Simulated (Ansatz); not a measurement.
Spacing of the highest filled and lowest empty level at the zone centre in eight small model glasses of hand-chosen composition and density, fast-quenched (anions pushed apart in CHGNet runs), each at its PBE geometry, by PBE and by HSE06 (Ansatz, a program for electronic structure, plane waves, PAW). The cells are the first eight to finish that balance their formal charges, show no moments and no lower geometry on charging where those were tested, and have a gap at both levels; defect levels can set the spacings, and exact exchange is cut at the cells' faces.

| cell | quench by | pressure (GPa) | levels at the gap | PBE (eV) | experiment, tabulated (eV) |
|---|---|---|---|---|---|
| Ti20O42Sn | CHGNet | 0.0 | localised at the filled edge | 2.39 | - |
| Hf18O38Si | CHGNet | -0.9 | localised at the filled edge | 3.73 | - |
| Ti20O43B2 | CHGNet | 2.3 | localised at the filled edge | 2.71 | - |
| Si24O51Mo | CHGNet | 0.0 | localised at both edges | 1.17 | - |
| Zr20O45Nb2 | CHGNet | -2.8 | localised at both edges | 3.05 | - |
| In9Ga9Zn9O39Al2 | CHGNet | -0.9 | localised at the filled edge | 0.56 | - |
| In9Ga9Zn9O41Nb2 | CHGNet | 0.9 | localised at the filled edge | 1.08 | - |
| In9Ga9Zn9O37Na2 | CHGNet | 3.0 | spread | 0.82 | - |

### Question
What does HSE06 give, and how does it move these values against PBE?

### Answer
Ti20O42Sn 3.91, Hf18O38Si 5.30, Ti20O43B2 4.23, Si24O51Mo 2.62, Zr20O45Nb2 4.49, In9Ga9Zn9O39Al2 2.12, In9Ga9Zn9O41Nb2 2.65, In9Ga9Zn9O37Na2 2.40 eV. It raises them by +1.44 to +1.59 eV, +1.53 eV on average. A straight line through the eight gives HSE06 = 0.99 × PBE +1.55 eV, with a scatter of 0.05 eV.
